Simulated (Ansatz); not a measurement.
Start from AlP in the zinc blende structure (space group F-43m, No. 216).

```yaml
crystal:
  lattice:
    - [0.00000, 2.75388, 2.75388]
    - [2.75388, 0.00000, 2.75388]
    - [2.75388, 2.75388, 0.00000]
  atoms:
    - { symbol: P, position: [0.25000, 0.25000, 0.25000] }
    - { symbol: Al, position: [0.00000, 0.00000, 0.00000] }
```

All numbers come from PBE/PAW in Ansatz (a program for electronic structure), without spin-orbit coupling.

For the base:

The volume per atom comes out as 20.88 Å³. The width of the top valence band comes out as 2.72 eV.

Now apply this change: cell and atoms relaxed at a pressure of 30 GPa.

**Question.** How does this affect the volume per atom and width of the top valence band?

**Answer.** The volume per atom falls by 4.26 Å³, from 20.88 Å³ to 16.62 Å³; the width of the top valence band grows by 0.82 eV to 3.54 eV.

The levels and masses belong to the bands next to the band gap. Load acts through the strain it causes; cell and atoms are relaxed under it. Stability against distortions was not tested. Measured, AlP leaves this structure (for the NiAs type) near 14.2 GPa (temperature not stated; as listed in Datta, Sujoy, Jana, Debnarayan, arXiv (2020)), on rising pressure, with hysteresis.
